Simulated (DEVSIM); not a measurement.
Structure: Ni/Si3N4/p-Ge capacitor, at 300 K.

Layer 1 from the left is Si3N4, thickness (nm) 3.10. Layer 2 from the left is Ge, thickness (nm) 8700, Na (cm⁻³) 4.7e15.

Metal gate on the left, work function 5.1 eV. Fixed charge at the semiconductor interface 0 cm⁻² (in units of +e); no interface traps.

Constants are typed, rounded textbook-type inputs, not results; the design itself was drawn at random and stands for no fabricated device. Values at 300 K.

Si3N4: gap (eV) 5.1, affinity (eV) 2.1, permittivity 7.5. Ge: gap (eV) 0.664, affinity (eV) 4, permittivity 16, Nc (cm⁻³) 1.04e19, Nv (cm⁻³) 6e18.

DEVSIM, 1D Poisson equation in equilibrium, Boltzmann statistics, complete ionisation; no quantum confinement or tunnelling. Metal contacts follow the ideal Schottky-Mott rule: no Fermi-level pinning, no interface dipoles.

What does the simulation give for the threshold voltage (band bending 2φF), the minimum of the low-frequency capacitance, the flat-band voltage?

threshold voltage (band bending 2φF) 0.91 V; minimum of the low-frequency capacitance 0.0557 μF/cm²; flat-band voltage 0.62 V.
